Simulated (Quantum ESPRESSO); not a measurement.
Input and output of a self-consistent single point for GaNi (Pm-3m, 2 atoms in the cell) (Quantum ESPRESSO).

Method of the run: LDA (PZ), GBRV 1.5 ultrasoft (LDA) pseudopotentials (plane waves; Quantum ESPRESSO 7.5).

```yaml
crystal:
  lattice:
    - [2.88305, 0.00000, 0.00000]
    - [0.00000, 2.88305, 0.00000]
    - [0.00000, 0.00000, 2.88305]
  atoms:
    - { symbol: Ga, position: [0.00000, 0.00000, 0.00000] }
    - { symbol: Ni, position: [0.50000, 0.50000, 0.50000] }
```

Reference input (self-consistent single point, DFT, PBEsol, plane waves, SSSP 1.1.2 efficiency (PBE) pseudopotentials): ecutwfc = 70 Ry; ecutrho = 560 Ry; occupations = smearing; smearing = gaussian; degauss = 0.0099958 Ry; input_dft = pbesol; potentials = {Ga: Ga.pbe-dn-kjpaw_psl.1.0.0.UPF, Ni: ni_pbe_v1.4.uspp.F.UPF}; K_POINTS = automatic 9 9 9 0 0 0; conv_thr = 1e-11 Ry; mixing_beta = 0.5. This run's input differs from it in these lines:

```diff
@@ -13,4 +13,4 @@
     ntyp = 2
-    ecutwfc = 70
-    ecutrho = 560
+    ecutwfc = 50
+    ecutrho = 400
     occupations = 'smearing'
@@ -18,3 +18,2 @@
     degauss = 0.0099958
-    input_dft = 'pbesol'
 /
@@ -25,4 +24,4 @@
 ATOMIC_SPECIES
-Ga    69.7230  Ga.pbe-dn-kjpaw_psl.1.0.0.UPF
-Ni    58.6934  ni_pbe_v1.4.uspp.F.UPF
+Ga    69.7230  ga_lda_v1.4.uspp.F.UPF
+Ni    58.6934  ni_lda_v1.4.uspp.F.UPF
 ATOMIC_POSITIONS crystal
```

Log, with long lists cut:

```
     Self-consistent Calculation

     iteration #  1     ecut=    50.00 Ry     beta= 0.50

     total energy              =    -736.35624067 Ry
     estimated scf accuracy    <      45.04542322 Ry

     iteration #  2     ecut=    50.00 Ry     beta= 0.50

     total energy              =    -756.18461285 Ry
     estimated scf accuracy    <      22.22110489 Ry

     iteration #  3     ecut=    50.00 Ry     beta= 0.50

     total energy              =    -758.26631139 Ry
     estimated scf accuracy    <       2.52440946 Ry

   [... 10 blocks of this kind left out ...]

     iteration # 14     ecut=    50.00 Ry     beta= 0.50

     total energy              =    -758.23474874 Ry
     estimated scf accuracy    <          2.8E-10 Ry

     iteration # 15     ecut=    50.00 Ry     beta= 0.50
     End of self-consistent calculation

     the Fermi energy is    17.3534 ev

!    total energy              =    -758.23474874 Ry
     estimated scf accuracy    <          7.0E-12 Ry
     smearing contrib. (-TS)   =      -0.00080934 Ry
     internal energy E=F+TS    =    -758.23393939 Ry

     convergence has been achieved in  15 iterations

     Forces acting on atoms (cartesian axes, Ry/au):

     atom    1 type  1   force =     0.00000000    0.00000000    0.00000000
     atom    2 type  2   force =     0.00000000    0.00000000    0.00000000

     Total force =     0.000000     Total SCF correction =     0.000000

          total   stress  (Ry/bohr**3)                   (kbar)     P=      -75.41
  -0.00051262   0.00000000   0.00000000          -75.41        0.00        0.00
   0.00000000  -0.00051262   0.00000000            0.00      -75.41        0.00
   0.00000000   0.00000000  -0.00051262            0.00        0.00      -75.41

   JOB DONE.
```

The run converged in 15 iterations. Against the reference run the pressure goes from -1.76 to -7.54 GPa.

The starting cell comes from a database of computed structures (which also holds hypothetical and non-ambient phases and stackings), without a prior relaxation at this level. Its lattice was rescaled by a random factor within 2.5 % of one. Spin polarisation is off. With a pressure of about -8 GPa the cell is away from its equilibrium volume at this level.

Cost on one core of a shared machine: roughly 30 s.
